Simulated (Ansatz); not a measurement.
# LaBr3 (model structure, started from the ReO3 type, Pm-3m, No. 221, 4 atoms in the cell)

Method: r²SCAN (Ansatz, a first-principles code, plane waves, PAW).

Run with plane-wave cutoff 560 eV, 6×6×6 k mesh, Fermi–Dirac smearing 0.01 eV, scalar-relativistic PAW data made under PBE.

Cell (relaxed with PBEsol):

```
CELL_PARAMETERS angstrom
      5.80365     0.00000     0.00000
      0.00000     5.80365     0.00000
      0.00000     0.00000     5.80365
ATOMIC_POSITIONS crystal
  La 0.00000 0.00000 0.00000
  Br 0.50000 0.00000 0.00000
  Br 0.00000 0.00000 0.50000
  Br 0.00000 0.50000 0.00000
```

```
Item                                           Value
-------------------------------------------  -------
band gap                                     4.06 eV
smallest direct gap on the k points sampled  4.18 eV
Γ–Γ gap                                      4.62 eV
```

Note: the relaxation could raise the start's symmetry but not lower it, so the cell can be a saddle point; cell and atoms aren't relaxed at this level (pressure 1.0 GPa).

Spin–orbit coupling is not included.

Computing time: very roughly 50 core-seconds.

A model structure was made by putting elements into a prototype or built by hand; it is no filed structure, need not be a known phase, and can be a saddle point held by its symmetry.
